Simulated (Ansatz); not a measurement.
The reference is HfS2 in the CdI2 type structure (space group P-3m1, No. 164; layered, stacked along the Cartesian z axis).

HfS2 has the trigonal space group P-3m1 (No. 164), the CdI2 type structure, Pearson symbol hP3. Lattice parameters: a = 3.6057 Å, b = 3.6057 Å, c = 5.7676 Å, α = 90.00°, β = 90.00°, γ = 120.00°. Hf on 1a is coordinated by 6 S at 2.541 Å (octahedral). S on 2d sees 3 Hf at 2.541 Å (trigonal pyramidal). (Neighbours: up to the widest gap in distance over summed covalent radii, below 1.35, at either atom; cation-cation and far metal-metal contacts left out.)

Computed with PBE-D3(BJ) (Ansatz, a first-principles code; PAW; 420 eV plane waves; spin-orbit coupling left out).

Strains are applied to the cell and any free atomic positions relax.

One change was made to it. Results:

The pressure (mean of the normal stresses, compression positive) goes from zero to 4.13 GPa; the width of the top valence band increases by 0.266 eV (2.10 eV → 2.36 eV); the largest internal atomic displacement is 0.068 Å; the band gap shrinks by 0.38 eV, from 0.85 eV to 0.47 eV.

Task: Which of these changes matches the shifts?
(A) isotropic strain −3.00 %
(B) isotropic strain +2.00 %
(C) isotropic strain −2.50 %

Result: C, isotropic strain −2.50 %. For comparison, the band gap in the other runs: isotropic strain −3.00 % gives 0.38 eV; isotropic strain +2.00 % gives 1.09 eV.

With Hf present, leaving out spin-orbit coupling can change the band edges. No phonon test of stability was made.
